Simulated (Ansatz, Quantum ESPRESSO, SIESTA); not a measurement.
## Code comparison for LaSi2 (I4_1/amd, 6 atoms in the cell)

Self-consistent single point.

```
CELL_PARAMETERS angstrom
     -2.19417     2.19417     6.80509
      2.19417    -2.19417     6.80509
      2.19417     2.19417    -6.80509
ATOMIC_POSITIONS crystal
  La 0.50000 0.50000 0.00000
  La 0.25000 0.75000 0.50000
  Si 0.83577 0.33577 0.50000
  Si 0.08577 0.08577 0.00000
  Si 0.91423 0.91423 0.00000
  Si 0.66423 0.16423 0.50000
```

All programs got the same cell, k-point mesh and kind of occupations (in Ansatz's words: kpoints.mp_grid.grid = 7 7 7; scf.occupations.method = fermi_dirac; scf.occupations.width = 0.1 eV); potentials, basis and cutoffs are each program's usual ones.

```
code                                                                                                                                      model  pressure (GPa)  largest force (eV/Å)  k-points       cutoff
----------------  -----------------------------------------------------------------------------------------------------------------------------  --------------  --------------------  --------  -----------
SIESTA            GGA PBEsol, numerical atomic orbitals DZP, PseudoDojo PBEsol standard norm-conserving potentials (rewritten from UPF to PSML)           -0.81                 0.120       172  grid 350 Ry
Quantum ESPRESSO                                                                           PBEsol, GBRV 1.5 ultrasoft (PBESOL) pseudopotentials           -2.52                 0.059        40        40 Ry
Ansatz                                                                                                          PBEsol, PAW files made with PBE           -2.55                 0.056        40      default
```

The spread over the programs that give each value: pressure within 1.74 GPa; largest force within 0.064 eV/Å.

The starting cell comes from a database of computed structures (which also holds hypothetical and non-ambient phases and stackings), without a prior relaxation at this level.

Question: Why do the programs differ, and what cannot be compared?

Answer: Differences of this kind can come from the potentials, where these differ, and from what each basis and cutoff leave unconverged. The zero of total energies and Fermi levels follows the potentials and each program's conventions, so they are not compared here. SIESTA uses small atom-centred bases, whose incompleteness enters pressures, forces and empty levels differently from a plane-wave cutoff. Ansatz's pressure is given at a fixed set of plane waves, as the other plane-wave codes print theirs. The programs reduce the same mesh by symmetry to different extents, which changes the work and not the result. In the pressure, SIESTA (by 1.73) lies more than 1 GPa from the median of the plane-wave programs.

Left out of this page: ABINIT (stopped by limits of time or memory); Elk and FLEUR (not drawn, or without a comparable value).

Ansatz is an electronic-structure program.

Keys are those of Ansatz 0.2.
